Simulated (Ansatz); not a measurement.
Input and output of a self-consistent single point for Ge₂W (I4mm, 3 atoms in the cell) (Ansatz, a quantum-chemistry and plane-wave program).

Computed with PBEsol, default PAW files made with PBE (plane waves; Ansatz).

```
Ge2W
1.0
   -1.67060     1.67060     4.10924
    1.67060    -1.67060     4.10924
    1.67060     1.67060    -4.10924
Ge W
2 1
Direct
  0.34367   0.34367   0.00000
  0.66241   0.66241   0.00000
  0.00000   0.00000   0.00000
```

Reference input (self-consistent single point, DFT, PBEsol, plane waves, default PAW files made with PBE): basis.ecutwfc = 420 eV; kpoints.mp_grid.grid = 8 8 8; hamiltonian.xc = pbesol; hamiltonian.pseudopotentials = {kind: paw} (the program's default PAW files); scf.occupations.method = gaussian; scf.occupations.width = 0.1 eV. This run's input differs from it in these lines:

Ansatz 0.2 input:
```diff
@@ -11,3 +11,3 @@
 basis:
-  ecutwfc: 420.0
+  ecutwfc: 295.0
 kpoints:
```

Output (repeated stretches shortened):

```
SCF iter   1: F=—  HF=-18763.262977 eV  |F-HF|=—  |Δ(HF+E_count)|=         —  Δρ=4.70e-3  dr2=6.60e-3  ethr=1.77e-3  ⟨swp⟩=5.2  Hψ=5544  notcnv=0
all-band conjugate gradients solve this SCF's bands
preconditioner: auto → Kerker (q_TF=auto, 2.688 Å⁻¹)
SCF iter   2: F=—  HF=-18763.242649 eV  |F-HF|=—  |Δ(HF+E_count)|=   2.03e-2  Δρ=3.78e-3  dr2=3.30e-3  ethr=1.57e-5  ⟨swp⟩=2.0  Hψ=3022  notcnv=0  defer=5
   [... lines left out ...]
SCF iter   4: F=—  HF=-18763.242220 eV  |F-HF|=—  |Δ(HF+E_count)|=   3.54e-4  Δρ=2.57e-4  dr2=3.17e-5  ethr=2.27e-6  ⟨swp⟩=1.3  Hψ=1507  notcnv=0  defer=5
SCF iter   5: F=—  HF=-18763.242215 eV  |F-HF|=—  |Δ(HF+E_count)|=   5.67e-6  Δρ=7.02e-5  dr2=2.63e-6  ethr=7.55e-8  ⟨swp⟩=2.2  Hψ=2473  notcnv=0  defer=5
SCF iter   6: F=—  HF=-18763.242214 eV  |F-HF|=—  |Δ(HF+E_count)|=   6.22e-7  Δρ=1.28e-5  dr2=1.01e-7  ethr=6.27e-9  ⟨swp⟩=2.0  Hψ=2489  notcnv=0  defer=5
SCF iter   7: F=-18763.242214 eV  HF=-18763.242214 eV  |F-HF|=5.27e-9  |Δ(HF+E_count)|=   1.95e-8  Δρ=2.65e-6  dr2=4.95e-9  ethr=2.38e-10  ⟨swp⟩=6.3  Hψ=5264  notcnv=0
SCF 1 converged in 7 iterations: F = -18763.242214 eV  dr2 = 4.95e-9
Free energy (F): -18763.242214 eV
Internal energy: -18763.238894 eV  (E = F + TS)
E sigma→0 (E₀):  -18763.240554 eV
Entropy (-TS):   -0.003320 eV (-1.107 meV/atom)
Fermi energy:    17.325134 eV
--- Forces (eV/Å), atoms counted from 1 ---
  atom   1  Ge    -0.00000000    -0.00000000    -0.56704873
  atom   2  Ge     0.00000000     0.00000000     0.34347125
  atom   3  W      0.00000000    -0.00000000     0.22357966
--- Stress (GPa, compression-positive) ---
       -4.228716       0.000000      -0.000000
        0.000000      -4.228716       0.000000
       -0.000000       0.000000      -1.847612
  P = ⅓ Tr σ = -3.4350 GPa (-34.350 kbar)
  The stress holds the Pulay correction. Without it, at fixed plane waves, as pw.x and ABINIT print it: P = -16.6411 GPa
```

The run converged in 7 iterations. Against the reference run the free energy goes up by 127 meV/atom, the pressure goes from -3.95 to -3.44 GPa and the largest force goes from 0.554 to 0.567 eV/Å.

The starting cell comes from a database of computed structures (which also holds hypothetical and non-ambient phases and stackings), without a prior relaxation at this level. Its lattice was rescaled by up to half a per cent. One atom was moved a little off its site on purpose. Spin polarisation is off. Ansatz's pressure includes its estimate of the finite-basis (Pulay) stress. Without the estimate this run gives -16.64 GPa. The cutoff lies below the one recommended for these files.
